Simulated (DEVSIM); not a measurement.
Structure: Ru/SiO2/p-GaAs capacitor, at 300 K.

| layer (left to right) | material | thickness (nm) | Na (cm⁻³) |
|---|---|---|---|
| 1 | SiO2 | 3.30 | - |
| 2 | GaAs | 1700 | 1.5e17 |

Metal gate on the left, work function 4.7 eV. Fixed charge at the semiconductor interface -3.9e10 cm⁻² (in units of +e); no interface traps.

The device is made up for the run: typed textbook-type constants, with dimensions and the other settings drawn at random. Values at 300 K.

| parameter | SiO2 | GaAs |
|---|---|---|
| gap (eV) | 9 | 1.424 |
| affinity (eV) | 0.9 | 4.07 |
| permittivity | 3.9 | 12.9 |
| Nc (cm⁻³) | - | 4.7e17 |
| Nv (cm⁻³) | - | 9e18 |

Model (solved in DEVSIM): 1D Poisson equation in equilibrium, Boltzmann statistics, complete ionisation; no quantum confinement or tunnelling. Metal contacts follow the ideal Schottky-Mott rule: no Fermi-level pinning, no interface dipoles.

The substrate doping was swept, all else fixed.

| substrate doping (cm^-3) | flat-band voltage (V) | minimum of the low-frequency capacitance (μF/cm²) |
|---|---|---|
| 7.5e15 | -0.60 | 0.0264 |
| 1.5e16 | -0.62 | 0.0357 |
| 3e16 | -0.64 | 0.0496 |
| 7.5e16 | -0.66 | (withheld) |
| 1.5e17 | -0.68 | 0.100 |
| 3e17 | -0.70 | 0.136 |

Some entries are withheld; supply them.


- 7.5e16, minimum of the low-frequency capacitance (μF/cm²): 0.0744
